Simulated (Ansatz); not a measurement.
Relaxation of the outer planes of the (310) surface of bcc Rb in its 1x1 cell, outermost plane spacing 1.79 Å in the ideal cut.

These are PBE (plane waves to 420 eV, PAW; Ansatz, a first-principles code) values and carry that method's errors.

Set-up: 7 atoms, 10.8 Å thick at the start; mesh 7x5x1; 0.1 eV smearing; dipole correction on; all atoms relaxed; held to the part of the start's symmetry that mesh and held atoms allow; no spin, no spin-orbit, no U.

```tsv
plane	atoms	bulk spacing to the next (Å)	relaxed spacing (Å)	change (%)	rumpling (Å)
1	Rb	1.793	?	?	0.00
2	Rb	1.793	2.045	14.1	0.00
```

Complete the blanks.


- 1, relaxed spacing (Å): 1.501
- 1, change (%): -16.3
